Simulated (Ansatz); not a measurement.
**How far a parabola holds: energy against volume of cubic perovskite KMgF₃**

System: cubic perovskite KMgF₃. Method: r²SCAN (plane waves, PAW; Ansatz, a quantum-chemistry and plane-wave program). Settings: plane-wave cutoff 560 eV, 8×8×8 k mesh, Fermi–Dirac smearing 0.01 eV, scalar-relativistic PAW data made under PBE. The cell has no free parameter but its volume, all volumes share cutoff and mesh, and the runs aren't spin-polarised. Energies are free energies at the run's smearing, counted from the lowest row; static lattice.

| V (Å³/atom) | E (meV/atom) |
|---|---|
| 11.859 | ? |
| 12.111 | 5.30 |
| 12.363 | 1.28 |
| 12.616 | 0.00 |
| 12.868 | 1.19 |
| 13.120 | 4.58 |

Problem. Using a parabola, estimate the missing E at V = 11.859 from the other rows, showing the fit.

Solution. With u = V - 12.6, the rows have u = -0.4890, -0.2370, 0.0160, 0.2680, 0.5200. Least squares gives E = 0.013 - 1.208·u + 19.414·u². Residuals (row less fit): 0.054, -0.110, 0.001, 0.106, -0.054; standard error 0.121 (degrees of freedom: 2). The fitted curve has its minimum at V = 12.6, where E = -0.01. Its curvature is d²E/dV² = 2 × 19.414 meV/Å⁶, so B = V0·d²E/dV² × 0.1602 = 78.6 GPa. At the withheld row, u = -0.7410, so E = 0.013 - 1.208 × (-0.7410) + 19.414 × (-0.7410)² = 11.568 meV/atom. The calculation gives 12.40 meV/atom, 0.832 meV/atom above the prediction (6.7 % of the range of E in the table). The row lies outside the fitted rows, so this is an extrapolation. From the scatter of the fitted rows alone, a prediction at this place has a standard error of 0.286 meV/atom, so the miss is 2.9 times that.

The residuals are curvature that a parabola lacks, not noise. A solid that stiffens under compression and softens on expansion lies above the parabola at the compressed end and under it at the expanded end, as this row does. A third-order Birch-Murnaghan fit to the whole scan has B0 = 78.1 GPa. Only scans are tabulated whose curvature falls smoothly with volume, and where the parabola meets the shown rows within 5 % of their range and misses the end by 0.1 meV or more.

Measured, for comparison: bulk modulus 75.1 GPa (room temperature, no zero-point or thermal correction, sources range from 71.2 to 75.1; as tabulated in Vaitheeswaran et al. (2007), arXiv:cond-mat/0703621). Computed less measured: bulk modulus +4.0 % (+4.0 % to +10 % over the range). A static lattice is as a rule a little smaller and stiffer than an uncorrected measurement, which can account for part of this in the bulk modulus.

Note: the relaxation could not lower the start's symmetry, so the cell can be a saddle point above a distorted one.
